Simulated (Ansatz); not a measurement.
# GaAs: As → Se

Consider GaAs in the zinc blende structure (space group F-43m, No. 216; a = 5.6594 Å).

One thing is altered: Se takes the place of As on all its sites; the structure is relaxed again.

Method: Ansatz (a first-principles code), PBEsol, PAW, cutoff 420 eV, no spin-orbit coupling. Γ-centred 13×13×13 mesh, Fermi–Dirac width 0.05 eV, for the changed cell.

```
quantity                                  base          changed        shift
-----------------------------  ---------------  ---------------  -----------
volume per atom                       22.66 Å³         27.95 Å³     +5.29 Å³
density                             5.30 g/cm³       4.42 g/cm³  -0.88 g/cm³
lattice parameter a                    5.659 Å          6.069 Å     +0.410 Å
space group                    F-43m (No. 216)  F-43m (No. 216)            –
shortest interatomic distance          2.451 Å          2.628 Å    +0.1775 Å
band gap                               0.42 eV             zero            –
```

Stability against distortions was not tested. As relaxed here, GaSe is a hypothetical phase, not in the database extracts checked. All final runs are without spin polarisation. An odd electron count without spin: GaSe.
